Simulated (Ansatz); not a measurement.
## Effect of isotropic strain −2.50 % on HgTe

Take HgTe in the zinc blende structure (space group F-43m, No. 216; a = 6.5728 Å) as the base.

Now apply this change: an isotropic linear strain of −2.50 %; the atoms relax in the strained cell.

The values are results of r2SCAN (Ansatz, an electronic-structure program), no spin-orbit coupling, not measurements. Settings: 12×12×12 k-points, 0.05 eV Fermi–Dirac smearing.

| quantity | base | changed | shift |
|---|---|---|---|
| volume per atom | 35.49 Å³ | 32.90 Å³ | -2.596 Å³ |
| space group | F-43m (No. 216) | F-43m (No. 216) | – |
| shortest interatomic distance | 284.6 pm | 277.5 pm | -7.1 pm |
| energy relative to the base (free energy F) | 0 meV/atom | +28 meV/atom | +28 meV/atom |
| pressure | 0.0 GPa | 3.7 GPa | +3.7 GPa |
| band gap | zero | zero | – |

Spin-orbit coupling, missing from the scalar runs, can matter with Hg and Te. No phonon test of stability was made. All final runs are without spin polarisation. The zero or small gap of HgTe can change with the level of theory.
